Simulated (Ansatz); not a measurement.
## HfGe (model structure, started from the WC type, P-6m2, No. 187, 2 atoms in the cell)

Level of theory: r²SCAN in Ansatz (PAW).

Run with plane-wave cutoff 500 eV, 12×12×12 k mesh, Fermi–Dirac smearing 0.05 eV, scalar-relativistic PAW data made under PBE.

Cell (relaxed at this level):

```
HfGe
1.0
    4.06280     0.00000     0.00000
   -2.03140     3.51848     0.00000
    0.00000     0.00000     3.00207
Hf Ge
1 1
Cartesian
  0.00000   0.00000   0.00000
  2.03140   1.17283   1.50103
```

For HfGe (model structure, started from the WC type, P-6m2, No. 187, 2 atoms in the cell), the band gap is zero (no gap).

Note: the relaxation could raise the start's symmetry but not lower it, so the cell can be a saddle point.

Spin–orbit coupling is not included.

A model structure was made by putting elements into a prototype or built by hand; it is no filed structure, need not be a known phase, and can be a saddle point held by its symmetry.

Ansatz is a program for electronic structure.
